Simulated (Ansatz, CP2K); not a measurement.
A CP2K input for a self-consistent single point of Al₃Sc (Pm-3m, 4 atoms in the cell) (DFT PBE, GPW, DZVP-MOLOPT-PBE-GTH basis, GTH-PBE potentials (POTENTIAL_UZH)):

```
&GLOBAL
  PROJECT al3sc
  RUN_TYPE ENERGY_FORCE
  PRINT_LEVEL MEDIUM
&END GLOBAL
&FORCE_EVAL
  METHOD Quickstep
  STRESS_TENSOR ANALYTICAL
  &DFT
    BASIS_SET_FILE_NAME BASIS_MOLOPT_UZH
    POTENTIAL_FILE_NAME POTENTIAL_UZH
    &QS
      METHOD GPW
      EPS_DEFAULT 1E-10
    &END QS
    &MGRID
      CUTOFF 600
      REL_CUTOFF 60
      NGRIDS 5
    &END MGRID
    &SCF
      SCF_GUESS ATOMIC
      EPS_SCF 1E-6
      MAX_SCF 100
      ADDED_MOS 5
      &DIAGONALIZATION
        ALGORITHM STANDARD
      &END DIAGONALIZATION
      &MIXING
        METHOD BROYDEN_MIXING
        ALPHA 0.3
        NBUFFER 10
      &END MIXING
      &SMEAR ON
        METHOD GAUSSIAN
        SIGMA [eV] 0.272
      &END SMEAR
    &END SCF
    &KPOINTS
      SCHEME MONKHORST-PACK 8 8 8
      GAMMA_CENTERED T
    &END KPOINTS
    &XC
      &XC_FUNCTIONAL PBE
      &END XC_FUNCTIONAL
    &END XC
    &PRINT
      &MO
        EIGENVALUES T
        OCCUPATION_NUMBERS T
        NDIGITS 8
        FILENAME mo
        &EACH
          QS_SCF 0
        &END EACH
        ADD_LAST NUMERIC
      &END MO
      &MULLIKEN ON
      &END MULLIKEN
    &END PRINT
  &END DFT
  &SUBSYS
    &CELL
      ABC 3.99670500 3.99670500 3.99670500
      ALPHA_BETA_GAMMA 90.00000000 90.00000000 90.00000000
      PERIODIC XYZ
    &END CELL
    &COORD
      SCALED
      Sc       0.00000000     0.00000000     0.00000000
      Al       0.00000000     0.50000000     0.50000000
      Al       0.50000000     0.00000000     0.50000000
      Al       0.50000000     0.50000000     0.00000000
    &END COORD
    &KIND Sc
      BASIS_SET DZVP-MOLOPT-PBE-GTH-q11
      POTENTIAL GTH-PBE-q11
    &END KIND
    &KIND Al
      BASIS_SET DZVP-MOLOPT-PBE-GTH-q3
      POTENTIAL GTH-PBE-q3
    &END KIND
  &END SUBSYS
  &PRINT
    &FORCES ON
    &END FORCES
    &STRESS_TENSOR ON
    &END STRESS_TENSOR
  &END PRINT
&END FORCE_EVAL
```

### Question
Translate this input to Ansatz (a first-principles code).

### Answer
One input that does it (others would too):

Ansatz 0.2 input:
```yaml
crystal:
  lattice:
    - [3.996705, 0.000000, 0.000000]
    - [0.000000, 3.996705, 0.000000]
    - [0.000000, 0.000000, 3.996705]
  atoms:
    - { symbol: Sc, position: [0.000000, 0.000000, 0.000000] }
    - { symbol: Al, position: [0.000000, 0.500000, 0.500000] }
    - { symbol: Al, position: [0.500000, 0.000000, 0.500000] }
    - { symbol: Al, position: [0.500000, 0.500000, 0.000000] }
basis:
  ecutwfc: 420.0
kpoints:
  mp_grid:
    grid: [8, 8, 8]
hamiltonian:
  xc: pbe
  pseudopotentials:
    kind: paw
scf:
  occupations:
    method: gaussian
    width: 0.272
output:
  forces: true
  eigenvalues: true
  stress: true
```

Basis, cutoffs, solver keys and any potentials are the target program's own. This input uses DFT, PBE, plane waves, default PAW files. Both were run: pressure 8.20 GPa in CP2K and 8.26 in Ansatz. Ansatz's pressure is the one without its finite-basis correction.

On CP2K: the starting cell has typed, rounded lattice constants, without a prior relaxation at this level. Its lattice was rescaled by a random factor within 2.5 % of one. For this run, on top of that: lattice scaled by 0.98. Values carry the incompleteness of an atom-centred basis. With a pressure of about 8 GPa the cell is away from its equilibrium volume at this level.

On Ansatz: the starting cell has typed, rounded lattice constants, without a prior relaxation at this level. Its lattice was rescaled by a random factor within 2.5 % of one. For this run, on top of that: lattice scaled by 0.98. With a pressure of about 8 GPa the cell is away from its equilibrium volume at this level.
